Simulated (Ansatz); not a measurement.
Take BP (space group P6_422, No. 181; a = 3.2789 Å, c = 6.9954 Å; a hypothetical phase, not in the database extracts checked) as the base. Axes: x lies along a and z along c of the hexagonal cell.

(Cell as relaxed with PBE.)

Levels (all Ansatz, a first-principles code, PAW): PBE (420 eV, no spin-orbit coupling); PBEsol (420 eV, without spin-orbit coupling).

Each level relaxes its own structure.

```
base                      PBE    PBEsol
-------------------  --------  --------
volume per atom      10.86 Å³  10.64 Å³
lattice parameter a   3.279 Å   3.260 Å
band gap                 zero      zero
```

The change: uniaxial strain ε_zz = +2.45 %, all other strain components held at zero; the atoms relax in the strained cell.

```json
[
 {"quantity": "band gap", "PBE": "0.20 eV", "PBEsol": "?"},
 {"quantity": "pressure (mean of the normal stresses, compression positive)", "PBE": "-3.8 GPa", "PBEsol": "?"},
 {"quantity": "energy relative to the base (free energy F)", "PBE": "+7.2 meV/atom", "PBEsol": "?"},
 {"quantity": "shortest interatomic distance", "PBE": "2.028 Å", "PBEsol": "?"}
]
```

Problem. What does PBEsol give?

Solution. 
- band gap, PBEsol: zero
- pressure (mean of the normal stresses, compression positive), PBEsol: -4.1 GPa
- energy relative to the base (free energy F), PBEsol: +7.3 meV/atom
- shortest interatomic distance, PBEsol: 2.015 Å

They disagree on the band gap; PBE's pressure lies 0.23 GPa above PBEsol's; PBE's shortest interatomic distance lies 0.013 Å above PBEsol's (0.7 %). Neither level is exact; PBEsol is the comparison here, not a measurement.

No phonon test of stability was made. The base started in P3_121 and relaxed to P6_422 at this level. The final runs are not spin-polarised. Gaps under 0.05 eV, about the width of the smearing, are given as zero. The zero or small gap of BP can change with the level of theory.
